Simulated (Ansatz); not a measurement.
## SiRh (model structure, started from the FeSi type, P2₁3, No. 198, 8 atoms in the cell)

The numbers are results of PBEsol in Ansatz (PAW), not measurements.

Numerical settings: plane-wave cutoff 500 eV, 8×8×8 k mesh, Fermi–Dirac smearing 0.05 eV, no spin polarisation, scalar-relativistic PAW data made under PBE.

Cell (relaxed at this level):

```cif
data_Rh4Si4
_chemical_formula_sum 'Rh4 Si4'
_space_group_name_H-M_alt 'P 1'
_space_group_IT_number 1
_cell_length_a 4.67238
_cell_length_b 4.67238
_cell_length_c 4.67238
_cell_angle_alpha 90.000
_cell_angle_beta 90.000
_cell_angle_gamma 90.000
loop_
_space_group_symop_operation_xyz
  'x, y, z'
loop_
_atom_site_label
_atom_site_type_symbol
_atom_site_fract_x
_atom_site_fract_y
_atom_site_fract_z
_atom_site_occupancy
Rh1 Rh 0.15247 0.15247 0.15247 1
Rh2 Rh 0.65247 0.34753 0.84753 1
Rh3 Rh 0.84753 0.65247 0.34753 1
Rh4 Rh 0.34753 0.84753 0.65247 1
Si1 Si 0.84232 0.84232 0.84232 1
Si2 Si 0.34232 0.65768 0.15768 1
Si3 Si 0.15768 0.34232 0.65768 1
Si4 Si 0.65768 0.15768 0.34232 1
```

```json
{
  "band_gap": "zero (no gap)"
}
```

Note: the relaxation could raise the start's symmetry but not lower it, so the cell can be a saddle point.

Spin–orbit coupling is not included.

Static lattice: no zero-point or thermal effects.

It cost around 3 core-minutes (rough) of CPU time.

A model structure was made by putting elements into a prototype or built by hand; it is no filed structure, need not be a known phase, and can be a saddle point held by its symmetry.

Ansatz is a first-principles code.
